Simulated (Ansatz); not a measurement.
## Effect of strain tensor (xx, yy, zz, yz, xz, xy) = (+2.77, −1.25, −0.80, −1.21, +0.46, −1.02) % on LiH

Base system: LiH in the rock salt structure (space group Fm-3m, No. 225; a = 4.005 Å). Axes: x, y, z lie along the cube axes.

It is then changed as follows: strain tensor (xx, yy, zz, yz, xz, xy) = (+2.77, −1.25, −0.80, −1.21, +0.46, −1.02) %, atoms relaxed at fixed cell.

Calculations: r2SCAN, PAW, 500 eV (Ansatz, a quantum-chemistry and plane-wave program; no SOC). Settings: 14×14×14 k-points, 0.05 eV Fermi–Dirac smearing.

The volume per atom goes up by 0.05 Å³, from 8.03 Å³ to 8.08 Å³ and the space group becomes P-1 (No. 2) (base: Fm-3m (No. 225)). The shortest interatomic distance drops by 0.025 Å (2.003 Å → 1.978 Å) and the energy increases by 3.1 meV/atom. The pressure (mean of the normal stresses, compression positive) goes from zero to -0.14 GPa and the band gap decreases by 0.45 eV to 3.18 eV. The gap character amounts to indirect, U → T and the smallest direct gap decreases by 0.13 eV (3.63 eV → 3.50 eV). The electron mass is still 0.13 mₑ along k, 0.98 mₑ across (at X) and the valley order (the lowest conduction-band minima on the path, energy above the VBM, named in the base's zone) goes from X along ⟨100⟩ 3.63 eV to X along [100] 3.18 eV; X along [001] 3.66 eV; X along [010] 3.72 eV. The stress (xx, yy, zz, yz, xz, xy; compression positive) comes out as (-1.83, 0.88, 0.53, 1.35, -0.49, 1.03) GPa.

Final structure:

```
LiH
1.0
   -0.01122     1.95355     1.96256
    2.06740    -0.04456     1.99591
    2.03776     1.95725    -0.01492
H Li
1 1
Direct
  0.00000   0.00000   0.00000
  0.50000   0.50000   0.50000
```

Masses are band curvatures over ±0.01 Å⁻¹ around the edge. Along k means along the line from Γ to the band edge. No phonon test of stability was made. Labels are those of the standard path for the cell's own space group.
